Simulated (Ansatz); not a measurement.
Consider NaCaF$_{3}$ in the cubic perovskite structure (space group Pm-3m, No. 221; a = 4.372 Å; a hypothetical phase, not in the database extracts checked). Axes: x, y, z lie along the cube axes.

Perturbation: strain tensor (xx, yy, zz, yz, xz, xy) = (−0.15, +0.58, +0.35, −1.01, −1.84, +0.80) %; the atoms relax in the strained cell.

Levels (all Ansatz, an electronic-structure program, PAW): PBEsol (420 eV, without spin-orbit coupling); r2SCAN (500 eV, scalar-relativistic without spin-orbit coupling); HSE06 (420 eV, scalar-relativistic without spin-orbit coupling).

At the geometry relaxed with PBEsol, these levels gave the following band gaps, in shuffled order: (a) 7.08 eV, (b) 5.07 eV, (c) 5.90 eV.

### Question
Match each gap to its level.

### Answer
(a) HSE06; (b) PBEsol; (c) r2SCAN.

Single points use the geometry relaxed with PBEsol. HSE06 gaps are upper bounds (no full band path). Stability against distortions was not tested. Many cubic perovskites are stable only at high temperature; tilts and polar distortions were not tested.
